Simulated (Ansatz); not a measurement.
Band structure of LiBr (Fm-3m, 2 atoms in the cell).

```
LiBr
1.0
    0.00000     2.72269     2.72269
    2.72269     0.00000     2.72269
    2.72269     2.72269     0.00000
Li Br
1 1
Cartesian
  0.00000   0.00000   0.00000
  2.72269   2.72269   2.72269
```

Level of theory: LDA (PW92), PAW files made with PBE (plane waves; Ansatz, a quantum-chemistry and plane-wave program).

Settings: kpoints.mp_grid.grid = 10 10 10; hamiltonian.xc = lda; hamiltonian.pseudopotentials = {kind: paw} (the program's default PAW files); scf.occupations.method = fermi_dirac; scf.occupations.width = 0.01 eV; kpoints.band_path.npoints = 8.

The starting cell comes from a database of computed structures (which also holds hypothetical and non-ambient phases and stackings), without a prior relaxation at this level.

Predict the gap along the standard path and the places of the band edges.

The gap along the path is 4.77 eV, direct at Γ to within 0.01 eV.

Levels in eV from the top of the valence band on the path, bands 2 to 8:
| point | 2 | 3 | 4 | 5 | 6 | 7 | 8 |
|---|---|---|---|---|---|---|---|
| Γ | -13.61 | -0.01 | -0.01 | -0.01 | 4.77 | 10.40 | 10.40 |
| X | -12.89 | -3.10 | -1.23 | -1.23 | 6.11 | 6.86 | 11.59 |
| W | -12.90 | -2.31 | -2.31 | -1.23 | 7.97 | 8.37 | 9.34 |
| K | -12.92 | -2.68 | -1.99 | -0.93 | 6.46 | 8.63 | 10.18 |
| L | -13.10 | -3.07 | -0.28 | -0.28 | 5.36 | 7.90 | 7.90 |
| U | -12.92 | -2.68 | -1.99 | -0.93 | 6.46 | 8.63 | 10.18 |

Keys are those of Ansatz 0.2.
